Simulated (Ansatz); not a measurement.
Start from AlCr2C (space group P6_3/mmc, No. 194; a = 2.812 Å, c = 12.600 Å; non-magnetic). Axes: x lies along a and z along c of the hexagonal cell.

Method: PBEsol (Ansatz, an electronic-structure program), no spin-orbit coupling, earlier PAW set.

Strains are applied to the cell and any free atomic positions relax; under biaxial strain the out-of-plane vector relaxes too; under stress the whole cell relaxes.

One change was made to it. Results:

The volume per atom shrinks by 0.08 Å³, from 10.78 Å³ to 10.70 Å³; the band gap is still zero.

Q: What was done to the base?
A. uniaxial stress, 5 GPa compression along z
B. uniaxial stress, 0.5 GPa tension along z
C. biaxial strain −1.73 %, plane normal [001], relaxed out of plane
D. uniaxial stress, 8 GPa tension along x

A: A, uniaxial stress, 5 GPa compression along z. For comparison, the volume per atom in the other runs: biaxial strain −1.73 %, plane normal [001], relaxed out of plane gives 10.52 Å³; uniaxial stress, 0.5 GPa tension along z gives 10.79 Å³; uniaxial stress, 8 GPa tension along x gives 10.94 Å³.

Without a gap, meshes like the base's 19×19×4 leave anisotropic stresses uncertain by several tenths of a GPa, and small strain energies with them. Stability under load was not tested beyond the relaxation. Starting moments died away, wholly or in part, for the base; another magnetic solution may exist. The final runs are not spin-polarised.
